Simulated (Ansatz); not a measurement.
Symmetric slabs, relaxed from ideal cuts in 1x1 cells, of elemental solids: work function (eV) by functional, in Ansatz (plane waves, PAW). All structures are PBE's; the other columns are single points with references at the same level. No spin-orbit coupling, Hubbard U or dispersion. The rows are a random draw from the class, without slabs that broke up, higher cuts of a face and adsorbates that left their site.

```csv
system,PBE (eV),r2SCAN (eV)
"fcc Sr (320), ideal cut with outer spacing 0.84 Å",2.55,2.57
"hcp Tl (30-32), ideal cut with outer spacing 0.97 Å",3.51,3.53
"hcp Ti (20-23), ideal cut with outer spacing 0.16 Å",3.73,3.73
"beta tin (321), ideal cut with outer spacing 0.37 Å",4.21,4.39
"hcp Ti (30-32), ideal cut with outer spacing 0.80 Å",3.94,3.97
"bcc Rb (321), ideal cut with outer spacing 1.52 Å",2.21,2.18
"hcp Re (20-23), ideal cut with outer spacing 0.16 Å",4.78,4.82
"hcp Zn (31-43), ideal cut with outer spacing 0.10 Å",4.16,?
```

Q: Fit a straight line y = a·x + b by least squares to the 7 complete rows (x: PBE (eV); y: r2SCAN (eV)).

A: the means are x̄ = 3.5614 and ȳ = 3.5986; Σ(x − x̄)² = 4.9293 and Σ(x − x̄)(y − ȳ) = 5.1254, so a = 1.040 and b = ȳ − a·x̄ = -0.105. The largest residual is 0.117.

Q: What does the line predict for the withheld row, hcp Zn (31-43), ideal cut with outer spacing 0.10 Å, and what did the calculation give?

A: the line gives 4.22; the calculation gave 4.24, a miss of 0.02, of the size of the fitted rows' scatter and rounding.

Ansatz is a first-principles code.
